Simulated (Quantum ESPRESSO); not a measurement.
**Quick settings and what they miss: a sheet of SnSe2 (3 atoms in the cell)**

Self-consistent single point.

```
CELL_PARAMETERS angstrom
      3.88109     0.00000     0.00000
     -1.94054     3.36112     0.00000
      0.00000     0.00000    17.09974
ATOMIC_POSITIONS crystal
  Sn 0.00000 0.00000 0.50000
  Se 0.33333 0.66667 0.59064
  Se 0.66667 0.33333 0.40936
```

Computed with LDA (PZ), GBRV 1.5 ultrasoft (LDA) pseudopotentials (plane waves; Quantum ESPRESSO).

Base settings: ecutwfc = 40 Ry; ecutrho = 200 Ry; occupations = smearing; smearing = fermi-dirac; degauss = 0.0099958 Ry; potentials = {Sn: sn_lda_v1.4.uspp.F.UPF, Se: se_lda_v1.uspp.F.UPF}; K_POINTS = automatic 7 7 1 0 0 0; conv_thr = 1e-11 Ry; mixing_beta = 0.4.

Tight run (finer mesh or higher cutoff; not a proven limit): ecutwfc: 40 Ry → 56 Ry; ecutrho: 200 Ry → 280 Ry; conv_thr: 1e-11 Ry → 7.3e-11 Ry; K_POINTS: automatic 7 7 1 0 0 0 → automatic 10 10 1 0 0 0. It gave Fermi level (on the code's own zero) -1.54 eV; pressure averaged over the cell with its vacuum -1.05 GPa; largest force (vector length) 0.064 eV/Å.

Quick runs, as changes from the base:
- A: the base itself
- B: ecutwfc: 40 Ry → 24 Ry; ecutrho: 200 Ry → 120 Ry; smearing: fermi-dirac → marzari-vanderbilt; degauss: 0.0099958 Ry → 0.019992 Ry; K_POINTS: automatic 7 7 1 0 0 0 → automatic 3 3 1 0 0 0
- C: ecutwfc: 40 Ry → 20 Ry; ecutrho: 200 Ry → 100 Ry; K_POINTS: automatic 7 7 1 0 0 0 → automatic 4 4 1 0 0 0
- D: ecutwfc: 40 Ry → 28 Ry; ecutrho: 200 Ry → 140 Ry; smearing: fermi-dirac → marzari-vanderbilt; degauss: 0.0099958 Ry → 0.019992 Ry; conv_thr: 1e-11 Ry → 7.3e-06 Ry; K_POINTS: automatic 7 7 1 0 0 0 → automatic 8 8 1 0 0 0
- E: ecutwfc: 40 Ry → 24 Ry; ecutrho: 200 Ry → 120 Ry; conv_thr: 1e-11 Ry → 7.3e-05 Ry; K_POINTS: automatic 7 7 1 0 0 0 → automatic 1 1 1 0 0 0
- F: ecutwfc: 40 Ry → 20 Ry; ecutrho: 200 Ry → 100 Ry; K_POINTS: automatic 7 7 1 0 0 0 → automatic 2 2 1 0 0 0

Energies are extrapolated to zero smearing width, which holds to low order in the width alone (under cold and Methfessel-Paxton smearing the free energy itself is taken).

The count of work is k-points × plane waves × bands × iterations; it is no time. 

The starting cell was generated: these elements placed on a structure prototype, without a prior relaxation; it need not be a known phase or ordering of this composition. Its lattice was rescaled in the plane by a random factor within 2.5 % of one.

```tsv
run	energy less tight (meV/atom)	largest miss in a force vector (eV/Å)	count of work / tight
A	47.8	0.001	0.35
B	726.8	0.205	0.060
C	1009.6	0.006	0.061
D	271.6	0.110	0.16
E	4903.0	0.643	0.0092
F	1596.9	0.128	0.033
```

Among the runs at the tight run's level, the energy misses run from 47.8 to 4903.0 meV/atom.
